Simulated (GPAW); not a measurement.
GPAW run on NiO2 (P6_3/mmc, 6 atoms in the cell): self-consistent single point.

Method of the run: PBEsol+U, GPAW PAW datasets PBEsol (made by gpaw-setup) (plane waves; GPAW).

```
NiO2
1.0
    2.91215     0.00000     0.00000
   -1.45608     2.52200     0.00000
    0.00000     0.00000    10.55527
Ni O
2 4
Cartesian
  0.00000   0.00000   0.00000
  0.00000   0.00000   5.27764
  1.45608   0.84066   0.94026
  0.00000   1.68133   9.61501
  0.00000   1.68133   6.21790
  1.45608   0.84066   4.33737
```
Moments meant for the start (each program seeds them in its own way; μB, in the order of the atoms Ni Ni O O O O): 2.0 2.0 0.0 0.0 0.0 0.0.

Reference input (self-consistent single point, DFT PBEsol, plane waves, GPAW PAW datasets PBEsol (made by gpaw-setup)): spinpol = true; mode = pw; ecut = 950 eV; xc = PBEsol; kpts = 10 10 3; mesh shift (steps) = 0 0 0; occupations.name = fermi-dirac; occupations.width = 0.1 eV; nbands = -12; symmetry.symmorphic = false; symmetry.tolerance = 0.0005; maxiter = 100. This run's input differs from it in these lines:

```diff
@@ -21,5 +21,7 @@
             xc='PBEsol',
+            setups={'Ni': ':d,5.0'},
             kpts={'size': (10, 10, 3), 'gamma': True},
             occupations={'name': 'fermi-dirac', 'width': 0.1},
-            nbands=-12,
+            nbands=-6,
+            convergence={'bands': -4},
             symmetry={'symmorphic': False, 'tolerance': 0.0005},
```

Output (repeated stretches shortened):

```
     iter     time        total  log10-change:  magmom
                         energy   eigst   dens
iter:   1 --:--:--   -34.365442   +0.54           +4.0009
iter:   2 --:--:--   -33.357125   -0.56  -1.17    +5.0180
iter:   3 --:--:--   -33.757240   -0.69  -1.26    +5.1212
iter:   4 --:--:--   -33.419031   -2.08  -1.52    +4.5487
iter:   5 --:--:--   -34.121172   -1.87  -1.57    +3.3724
   [... 5 lines left out ...]
iter:  11 --:--:--   -36.542627   -3.23  -2.57    +0.0217
iter:  12 --:--:--   -36.508090   -3.42  -2.78    +0.0578
iter:  13 --:--:--   -36.599742   -2.34  -2.89    -0.0373
   [... lines left out ...]
iter:  33 --:--:--   -36.609631c  -6.53  -4.09c   +0.0000
iter:  34 --:--:--   -36.609634c  -6.83  -4.38c   +0.0000
iter:  35 --:--:--   -36.609633c  -7.33  -4.47c   +0.0000
iter:  36 --:--:--   -36.609634c  -7.24  -4.51c   +0.0000
iter:  37 --:--:--   -36.609636c  -6.97  -4.68c   +0.0000
   [... 2 lines left out ...]
iter:  40 --:--:--   -36.609639c  -6.44  -5.54c   +0.0000
iter:  41 --:--:--   -36.609630c  -5.78  -5.71c   +0.0000
iter:  42 --:--:--   -36.609643c  -5.31  -5.55c   +0.0000
iter:  43 --:--:--   -36.609644c  -6.22  -5.69c   +0.0000
iter:  44 --:--:--   -36.609644c  -7.61c -5.72c   +0.0000
Converged after 44 iterations.

Dipole moment: (-0.000000, -0.000000, 0.000000) |e|*Ang

Total magnetic moment: (0.000000, 0.000000, 0.000022)
Local magnetic moments:
   0 Ni ( 0.000000,  0.000000,  0.012623)
   1 Ni ( 0.000000,  0.000000,  0.012623)
   2 O  ( 0.000000,  0.000000, -0.003893)
   3 O  ( 0.000000,  0.000000, -0.003893)
   4 O  ( 0.000000,  0.000000, -0.003893)
   5 O  ( 0.000000,  0.000000, -0.003893)

Energy contributions relative to reference atoms: (reference = -90801.045406)

Kinetic:        +25.771108
Potential:      -29.613560
External:        +0.000000
XC:             -33.643557
Entropy (-ST):   -0.000573
Local:           +0.876651
SIC:             +0.000000
--------------------------
Free energy:    -36.609930
Extrapolated:   -36.609644

Spin contamination: 0.025073 electrons
Showing only first 2 kpts
   [... lines left out ...]
Fermi level: 1.16311
Gap: 1.370 eV
Direct gap: 1.523 eV
   [... lines left out ...]
  0 Ni    0.00000   -0.00000    0.00000
  1 Ni    0.00000   -0.00000    0.00000
  2 O    -0.00000    0.00000   -0.84051
  3 O    -0.00000    0.00000    0.84051
  4 O    -0.00000   -0.00000   -0.84051
  5 O    -0.00000    0.00000    0.84051

Stress tensor:
     0.116072    -0.000000     0.000000
    -0.000000     0.116072     0.000000
     0.000000     0.000000     0.039923
Stress (GPa, Voigt): [18.5967 18.5967  6.3964  0.      0.     -0.    ]
```

The run converged in 44 iterations. GPAW prints stress with tension positive. Against the reference run the largest force goes from 0.811 to 0.841 eV/Å.

At such cutoffs GPAW's stress carries a finite-basis (Pulay) error, which enters relaxed cells too; its log prints stress with tension positive.

The starting cell comes from a database of computed structures (which also holds hypothetical and non-ambient phases and stackings), without a prior relaxation at this level. The starting moments vanished: the run ended non-magnetic, which need not be the lowest state.

Cost on one core of a shared machine: roughly 5 min.
